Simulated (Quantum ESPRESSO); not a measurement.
## Sensitivity of a calculation on YScO₃ (P1, 20 atoms in the cell) to its settings

```
CELL_PARAMETERS angstrom
      5.76218     0.00000     0.00000
      0.00000     7.99590     0.00000
      0.00000     0.00000     5.46845
ATOMIC_POSITIONS crystal
  Y  0.94670 0.75642 0.97519
  Y  0.06563 0.25025 0.02668
  Y  0.55682 0.24942 0.48301
  Y  0.45491 0.75297 0.51237
  Sc 0.00527 0.99782 0.49671
  Sc 0.50437 0.99303 0.99486
  Sc 0.48472 0.49548 0.01774
  Sc 0.99580 0.50069 0.49856
  O  0.94743 0.24347 0.63154
  O  0.05343 0.75245 0.37467
  O  0.56249 0.75398 0.12730
  O  0.44717 0.24764 0.86377
  O  0.80770 0.43748 0.19381
  O  0.19295 0.57127 0.82185
  O  0.69283 0.57220 0.68727
  O  0.30437 0.43119 0.31461
  O  0.30940 0.06425 0.30241
  O  0.67828 0.93579 0.68731
  O  0.19870 0.92934 0.81256
  O  0.79103 0.06488 0.17779
```

Base run A: PBEsol, PseudoDojo standard norm-conserving (PBESOL) pseudopotentials (Quantum ESPRESSO 7.5), self-consistent single point.

Its settings: ecutwfc = 85 Ry; occupations = fixed; potentials = {Y: Y.upf, Sc: Sc.upf, O: O.upf}; K_POINTS = automatic 3 2 3 0 0 0; nbnd = 82; conv_thr = 1e-09 Ry.

The starting cell comes from a database of computed structures (which also holds hypothetical and non-ambient phases and stackings), without a prior relaxation at this level. Its atoms were displaced at random from the sites of space group no. 62. In the base run, with a pressure of about -7 GPa the cell is away from its equilibrium volume at this level. In the base run, forces exceed 1 eV/Å.

ΔF is the free energy per atom less that of run A. A dash stands where there is no value to compare (another energy zero or no entropy term, no result, no spin, no clean gap, or a mesh too coarse for one). Absolute energies have different zeros for different potentials, functionals, Hubbard and dispersion terms and are not compared across them.

```tsv
run	change	ΔF (meV/atom)	pressure (GPa)	largest force (eV/Å)
A	base	0.00	-6.61	2.270
B	ecutrho: default → 425 Ry	0.00	-6.61	2.270
C	vdw_corr: default → grimme-d3; dftd3_version: default → 4; dftd3_threebody: default → true [PBEsol-D3(BJ) with three-body term]	–	-9.27	2.269
D	nbnd: 82 → 80	0.00	-6.61	2.270
E	conv_thr: 1e-09 Ry → 7.3e-06 Ry	0.00	-6.61	2.265
F	lattice scaled by 1.015	35.3	-12.84	1.997
G	mixing_beta: default → 0.05	0.00	-6.61	2.270
```

Run E against A: The free energy stays essentially unchanged (within 1 meV/atom), the pressure stays at -6.61 GPa, the largest force hardly changes (2.270 to 2.265 eV/Å) and the gap on the mesh stays at 4.374 eV.

Run C against A: The pressure goes from -6.61 to -9.27 GPa, the largest force moves little (2.270 to 2.269 eV/Å) and the gap on the mesh stays at 4.374 eV.

Run F against A: The free energy goes up by 35.3 meV/atom, the pressure goes from -6.61 to -12.84 GPa, the largest force goes from 2.270 to 1.997 eV/Å and the gap on the mesh goes from 4.374 to 4.233 eV.
